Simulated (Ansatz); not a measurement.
Functionals compared on a constructed model of the (100) surface of fcc Pt, a pseudomorphic layer of Fe in the host's stacking (bottom of the slab: a bare face, its two planes held), in Ansatz (plane waves, PAW). The structure was relaxed with PBE; the other rows are single points on it. Cutoff 420 eV.

Set-up: 7 atoms, 11.9 Å thick at the start; mesh 13x13x1; 0.1 eV smearing; dipole correction on; 2 atoms held, the rest relaxed; symmetry of the start imposed; spin-polarised, ending with about 3.6 μB a cell; orders that need a larger cell were not tried, no spin-orbit, no U. It is one candidate, not shown to be the stable structure of the face. These notes are the PBE run's.

```json
[
 {"functional": "PBE", "work function of the top face (eV)": "4.20", "magnetic moment of the cell (μB)": "3.64", "rough cost of the single point": "–"},
 {"functional": "RPBE", "work function of the top face (eV)": "___", "magnetic moment of the cell (μB)": "3.66", "rough cost of the single point": "about 2.5 core-minutes (a rough figure)"}
]
```

**Question.** Fill in the missing entries.

**Answer.** 
- RPBE, work function of the top face (eV): 4.05

Ansatz is an electronic-structure program.
